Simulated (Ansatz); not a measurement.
The starting structures come from a database of crystals and need not be the phases stable at ambient conditions.

By PBEsol, the system below comes out a metal.

The ballistic (Sharvin) conductance counts the channels at the Fermi level: G/A = (e²/h) × channels of both spins per area.

Given:

```
Rh2Ge
1.0
    4.01263     0.00000     0.00000
    0.00000     5.49900     0.00000
    0.00000     0.00000     7.58417
Ge Rh
4 8
Direct
  0.25000   0.78518   0.10482
  0.75000   0.21482   0.89518
  0.75000   0.71482   0.60482
  0.25000   0.28518   0.39518
  0.25000   0.47008   0.70340
  0.75000   0.52992   0.29660
  0.75000   0.02992   0.20340
  0.25000   0.97008   0.79660
  0.25000   0.33834   0.06970
  0.75000   0.66166   0.93030
  0.75000   0.16166   0.56970
  0.25000   0.83834   0.43030
```

Space group of this cell: Pnma. The cell is taken as given; by PBEsol its mean pressure is -3.7 GPa.

The current flows along the normal of the first two printed cell vectors. No spin-orbit coupling; the value is a mean over 0.1 eV about the Fermi level.

Task: State the ballistic conductance per area according to PBEsol (Ansatz, a program for electronic structure).

Result: 0.54 × 10¹⁵ S/m² for both spins.
